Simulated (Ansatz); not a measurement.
Al2O3, pressure series

Consider Al$_{2}$O$_{3}$ in the corundum structure (space group R-3c, No. 167; a = 4.7732 Å, c = 13.0134 Å (hexagonal axes)).

Cell and atoms are relaxed at each pressure.

Method: PBEsol (Ansatz, a first-principles code; PAW; 420 eV plane waves; without spin-orbit coupling), earlier PAW set.

```
pressure (GPa)  band gap (eV)
--------------  -------------
-2                       5.94
-1                          ?
0                        6.04
2.1                      6.14
4.5                      6.25
9                        6.46
15                       6.71
```

Problem. Fit E_g = E₀ + αP + βP² to the rows shown and predict the withheld row.

Solution. Least squares on the printed values gives E₀ = 6.04 eV, α = 48.9 meV/GPa, β = -0.27 meV/GPa² (largest residual 0.00 eV); this predicts 5.99 eV, and the run gives 5.99 eV, in agreement.

Load acts through the strain it causes; cell and atoms are relaxed under it. Stability against distortions was not tested. Competing high-pressure phases were not computed.
